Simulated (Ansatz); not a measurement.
Consider CoSi2 (space group Fm-3m, No. 225; a = 5.3153 Å; not spin-polarised; relaxed with 0.1 eV smearing). Axes: x, y, z lie along the cube axes.

Computed with DFT with r2SCAN, PAW potentials and a 500 eV plane-wave cutoff in Ansatz (a first-principles code), without spin-orbit coupling, earlier PAW set.

Before the change:

The shortest interatomic distance comes out as 2.302 Å.

It is then changed as follows: compressive biaxial strain of 0.75 % in the plane normal to [111], as in epitaxy on a mismatched substrate; the out-of-plane cell vector and the atoms relax.

Problem. What happens to the out-of-plane strain, shortest interatomic distance, energy relative to the base and in-plane stress?

Solution. The out-of-plane strain amounts to +0.59 %; the shortest interatomic distance shrinks by 0.010 Å (2.302 Å → 2.292 Å); the energy increases by 1.6 meV/atom; the mean in-plane stress (compression positive) comes out as +2.8 GPa.

Whether these cells are dynamically stable was not tested. Seeded moments were not kept for the base. The final runs are not spin-polarised. An odd electron count without spin: CoSi2.
